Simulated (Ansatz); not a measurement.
# What uniaxial strain ε_yy = −4.79 % does to CrI3

The parent structure is CrI3 in the BiI3 type structure (space group R-3, No. 148; ferromagnetic; layered, stacked along the Cartesian z axis).

```yaml
crystal:
  lattice:
    - [3.40909, 1.96824, 6.49258]
    - [-3.40909, 1.96824, 6.49258]
    - [0.00000, -3.93648, 6.49258]
  atoms:
    - { symbol: Cr, position: [0.33385, 0.33385, 0.33385] }
    - { symbol: Cr, position: [0.66615, 0.66615, 0.66615] }
    - { symbol: I, position: [0.07827, 0.73185, 0.42930] }
    - { symbol: I, position: [0.42930, 0.07827, 0.73185] }
    - { symbol: I, position: [0.73185, 0.42930, 0.07827] }
    - { symbol: I, position: [0.92173, 0.26815, 0.57070] }
    - { symbol: I, position: [0.57070, 0.92173, 0.26815] }
    - { symbol: I, position: [0.26815, 0.57070, 0.92173] }
```

Cartesian axes are those of the cell as printed.

Now apply this change: the cell is compressed by 4.79 % along y with no lateral relaxation; the atoms relax in the strained cell.

Method: plane-wave PAW DFT at the PBE-D3(BJ) level (Ansatz, a program for electronic structure, 420 eV), spin-orbit coupling left out. Γ-centred 6×6×6 mesh, Fermi–Dirac width 0.05 eV.

| quantity | base | changed | shift |
|---|---|---|---|
| volume per atom | 32.67 Å³ | 31.11 Å³ | -1.565 Å³ |
| shortest interatomic distance | 2.711 Å | 2.685 Å | -0.026 Å |
| energy relative to the base (free energy F) | 0 meV/atom | +13 meV/atom | +13 meV/atom |
| pressure (mean of the normal stresses, compression positive) | 0.0 GPa | 1.3 GPa | +1.3 GPa |
| band gap (an upper bound: an edge found on the path is not a true extremum; the changed cell) | 1.08 eV | 0.85 eV | -0.237 eV |
| magnetic state | ferromagnetic | ferromagnetic | – |
| stress (xx, yy, zz, yz, xz, xy; compression positive) | – | (0.6, 2.9, 0.4, 0.0, 0.1, 0.0) GPa | – |

Final structure:

```xyz
8
Lattice="3.4091 1.8740 6.4926 -3.4091 1.8740 6.4926 0.0000 -3.7479 6.4926" Properties=species:S:1:pos:R:3 pbc="T T T"
Cr    -0.0013    -0.0110     6.5023
Cr     0.0013     0.0110    12.9754
I     -2.2224    -0.0375     8.0558
I      1.2027    -1.8451     8.0513
I      1.0537     1.8812     8.0892
I      2.2224     0.0375    11.4219
I     -1.2027     1.8451    11.4265
I     -1.0537    -1.8812    11.3885
```

Cost of the whole job for the changed cell (relaxation, final SCF and bands): very roughly 30 core-minutes.

The magnetic state is the one reached from the starting moments; the real material's order can differ, and small cells can't hold many antiferromagnetic ones. Spin-orbit coupling, missing from the scalar runs, can matter with I. Stability against distortions was not tested.
